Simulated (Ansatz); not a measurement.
Consider the following.

Host crystal: wurtzite ZnO, with a band gap (PBE, scalar-relativistic without spin-orbit coupling).

End structure of Pt on the 1x1 (10-10) surface of wurtzite ZnO (cut with top plane O + Zn), one in a 2x1 cell, started at the site 'hollow O':

```yaml
crystal:
  lattice:
    - [6.55898, 0.00000, 0.00000]
    - [0.00000, 5.29379, 0.00000]
    - [0.00000, 0.00000, 28.50000]
  atoms:
    - { symbol: O, position: [0.25000, 0.37743, 0.33452] }
    - { symbol: O, position: [0.75000, 0.37743, 0.33452] }
    - { symbol: Zn, position: [0.25000, 0.03125, 0.34633] }
    - { symbol: Zn, position: [0.75000, 0.03125, 0.34633] }
    - { symbol: O, position: [0.00000, 0.87215, 0.36753] }
    - { symbol: O, position: [0.50000, 0.87215, 0.36753] }
    - { symbol: Zn, position: [0.00000, 0.49479, 0.36289] }
    - { symbol: Zn, position: [0.50000, 0.49479, 0.36289] }
    - { symbol: O, position: [0.00000, 0.37176, 0.43285] }
    - { symbol: O, position: [0.50000, 0.37176, 0.43285] }
    - { symbol: Zn, position: [0.00000, 0.99599, 0.43628] }
    - { symbol: Zn, position: [0.50000, 0.99599, 0.43628] }
    - { symbol: O, position: [0.25000, 0.87015, 0.46746] }
    - { symbol: O, position: [0.75000, 0.87015, 0.46746] }
    - { symbol: Zn, position: [0.25000, 0.49048, 0.46515] }
    - { symbol: Zn, position: [0.75000, 0.49048, 0.46515] }
    - { symbol: O, position: [0.25009, 0.37051, 0.53214] }
    - { symbol: O, position: [0.75020, 0.37135, 0.53246] }
    - { symbol: Zn, position: [0.25012, 0.99268, 0.53429] }
    - { symbol: Zn, position: [0.75014, 0.99275, 0.53441] }
    - { symbol: O, position: [0.00149, 0.87092, 0.56726] }
    - { symbol: O, position: [0.49871, 0.87085, 0.56725] }
    - { symbol: Zn, position: [0.00230, 0.49244, 0.56498] }
    - { symbol: Zn, position: [0.49796, 0.49235, 0.56494] }
    - { symbol: O, position: [0.99747, 0.37009, 0.63144] }
    - { symbol: O, position: [0.50299, 0.36979, 0.63138] }
    - { symbol: Zn, position: [0.98751, 0.98951, 0.63442] }
    - { symbol: Zn, position: [0.51291, 0.98918, 0.63441] }
    - { symbol: O, position: [0.25018, 0.99982, 0.67130] }
    - { symbol: O, position: [0.75029, 0.86996, 0.66646] }
    - { symbol: Zn, position: [0.25024, 0.40520, 0.67071] }
    - { symbol: Zn, position: [0.74999, 0.52091, 0.65620] }
    - { symbol: Pt, position: [0.25112, 0.76541, 0.72297] }
```

Model: 33-atom slab, 9.4 Å thick at the start under the adsorbate (thin: gaps and levels are the slab's own), 3x4x1 mesh, Fermi-Dirac 0.01 eV, dipole correction, 16 atoms held, the rest relaxed; no symmetry held; spin-polarised, no spin-orbit, no U, no dispersion correction. The starting moment vanished. At the end it is bonded to O + Zn. In PBE this state lies 0.07 eV over the lowest of the starts that converged ('bridge Zn-Zn (span 3.3 Å) #2').

A negative adsorption energy means that the adsorbate is more stable on the surface than in its reference.

Problem. Predict the change of the step from the bottom to the top vacuum level, against the clean slab from Ansatz (an electronic-structure program) with PBE.

Solution. -0.26 eV

Problem. What adsorption energy against an atom of fcc Pt does PBE give?

Solution. 2.71 eV
